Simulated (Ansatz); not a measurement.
For ZnWO4 (P2/c, No. 13), LDA (Ansatz, a quantum-chemistry and plane-wave program, plane waves, PAW) gives:

```
Quantity                              Value
---------------------------  --------------
equilibrium volume per atom   10.54 Å³/atom
formation enthalpy           -2.248 eV/atom
```

Question: What does r²SCAN (Ansatz, plane waves, PAW) give for the same quantities?

Answer: 
- equilibrium volume per atom: 10.96 Å³/atom (goes up by 4.0 %)
- formation enthalpy: -2.141 eV/atom (moves by +0.107 eV/atom)

For comparison: equilibrium volume per atom 11.07 Å³/atom (measured, 293 K, copied from a table, unchecked, no zero-point or thermal correction; as tabulated in Acta Chemica Scandinavica 53, 1103 (1999)).

Changes are worked out from the printed values.

Unless a cell is named, each level is at its own relaxed cell (LDA 10.54, r²SCAN 10.96 Å³/atom).

Levels without +SOC leave out spin–orbit coupling, which shifts energies and cells of such heavy elements.

Ansatz's density-functional and Hartree–Fock values are scalar-relativistic unless marked +SOC, with PAW data made under PBE.
